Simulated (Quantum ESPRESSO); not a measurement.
**Effort and miss along a sweep of ecutwfc: MgSi (P1, 12 atoms in the cell)**

Cell: a = 4.7083 Å, b = 5.6017 Å, c = 8.7309 Å, α = 80.35°, β = 81.08°, γ = 77.05°.

Method of the run: PBEsol, GBRV 1.5 ultrasoft (PBESOL) pseudopotentials (plane waves; Quantum ESPRESSO).

Base settings: ecutwfc = 40 Ry; ecutrho = 200 Ry; occupations = smearing; smearing = methfessel-paxton; degauss = 0.0099958 Ry; potentials = {Mg: mg_pbesol_v1.4.uspp.F.UPF, Si: si_pbesol_v1.uspp.F.UPF}; K_POINTS = automatic 4 3 2 0 0 0; conv_thr = 1e-08 Ry.

Misses are taken against the tightest run, 80 Ry (ecutrho: 200 Ry → 400 Ry), which need not be fully converged itself. The energy is the free energy per atom.

The count of work is k-points × plane waves × bands × iterations; it is no time, and leaves out set-up, grids and terms that scale otherwise. Core times come from one kind of shared machine and are given to one figure; runs under 30 s give none.

The starting cell comes from a database of computed structures (which also holds hypothetical and non-ambient phases and stackings), without a prior relaxation at this level. Without a gap this mesh is coarse (it stands for a supercell whose shortest vector is 17 Å).

| ecutwfc | energy less reference (meV/atom) | pressure less reference (GPa) | largest difference in the force on any atom (eV/Å) | count of work / reference | core time / reference (rough) |
|---|---|---|---|---|---|
| 16 Ry (ecutrho: 200 Ry → 80 Ry) | 11937.06 | -372.69 | 0.181 | 0.098 | – |
| 20 Ry (ecutrho: 200 Ry → 100 Ry) | 3110.31 | -124.47 | 0.029 | 0.13 | 0.1 |
| 24 Ry (ecutrho: 200 Ry → 120 Ry) | 760.44 | -39.23 | 0.009 | 0.16 | 0.2 |
| 28 Ry (ecutrho: 200 Ry → 140 Ry) | 160.10 | -10.95 | 0.002 | 0.21 | 0.2 |
| 32 Ry (ecutrho: 200 Ry → 160 Ry) | 26.38 | -2.33 | 0.001 | 0.25 | 0.3 |
| 36 Ry (ecutrho: 200 Ry → 180 Ry) | 5.08 | -0.24 | 0.000 | 0.30 | 0.3 |
| 40 Ry | 3.66 | 0.03 | 0.000 | 0.35 | 0.4 |
| 46 Ry (ecutrho: 200 Ry → 230 Ry) | 2.83 | -0.04 | 0.000 | 0.44 | 0.4 |
| 52 Ry (ecutrho: 200 Ry → 260 Ry) | 1.73 | 0.00 | 0.000 | 0.52 | 0.5 |
| 60 Ry (ecutrho: 200 Ry → 300 Ry) | 1.48 | 0.02 | 0.000 | 0.65 | 0.6 |
| 70 Ry (ecutrho: 200 Ry → 350 Ry) | 0.77 | -0.02 | 0.000 | 0.82 | 0.8 |
| 80 Ry (ecutrho: 200 Ry → 400 Ry) | 0.00 | 0.00 | 0.000 | 1.0 | 1 |

Coarsest setting among those run that, with all tighter ones, holds the energy within 20 meV/atom of the reference: 36 Ry (ecutrho: 200 Ry → 180 Ry), off by 5.1 meV/atom; it needs 0.30 of the reference's count of work and about 0.3 of the reference's time.

Coarsest setting among those run that, with all tighter ones, holds the energy within 2 meV/atom of the reference: 52 Ry (ecutrho: 200 Ry → 260 Ry), off by 1.7 meV/atom; its saving against the reference is no more than about a factor of 2 in the count of work.

The step from 20 Ry (ecutrho: 200 Ry → 100 Ry) to 40 Ry: it takes the miss in the energy from 3100 to 3.7 meV/atom, for 2.8 times the count of work and roughly 3 times the time.
